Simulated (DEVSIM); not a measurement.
Structure: Si p+/n-/n+ power diode, at 350 K.

Layer 1 from the left is Si, thickness (μm) 2.30, Na (cm⁻³) 4.3e18, τn (s) 1.2e-6, τp (s) 1.2e-6. Layer 2 from the left is Si, thickness (μm) 56.0, Nd (cm⁻³) 1.2e15, τn (s) 1.2e-6, τp (s) 1.2e-6. Layer 3 from the left is Si, thickness (μm) 1.10, Nd (cm⁻³) 1.1e18, τn (s) 1.2e-6, τp (s) 1.2e-6.

Left contact: ohmic. Right contact: ohmic. Voltage is applied to the left contact. Recombination: SRH at mid-gap. Mobility is μmin + (μ − μmin)/(1 + (N/Nref)^α).

Constants are typed, rounded textbook-type inputs, not results; the design itself was drawn at random and stands for no fabricated device. Values at 300 K; Nc and Nv go as T^1.5, mobilities as T to minus their exponent, the gap by Varshni's rule with the affinity fixed.

Si: gap (eV) 1.124, affinity (eV) 4.05, permittivity 11.7, Nc (cm⁻³) 2.86e19, Nv (cm⁻³) 3.1e19, μn (cm²/Vs) 1417, μp (cm²/Vs) 470, μn,min 52, μp,min 45, Nref,n 9.7e16, Nref,p 2.2e17, αn 0.68, αp 0.72, T exponent of μn 2.3, T exponent of μp 2.2, Varshni α (eV/K) 0.000473, Varshni β (K) 636.

DEVSIM, 1D drift-diffusion, Boltzmann statistics, complete ionisation; no tunnelling, impact ionisation, image-force lowering or self-heating.

What does the simulation give for the potential step across the device at zero bias, the dark forward voltage at 100 A/cm², the dark forward voltage at 1 A/cm²?

potential step across the device at zero bias 0.939 V; dark forward voltage at 100 A/cm² 0.799 V; dark forward voltage at 1 A/cm² 0.553 V.
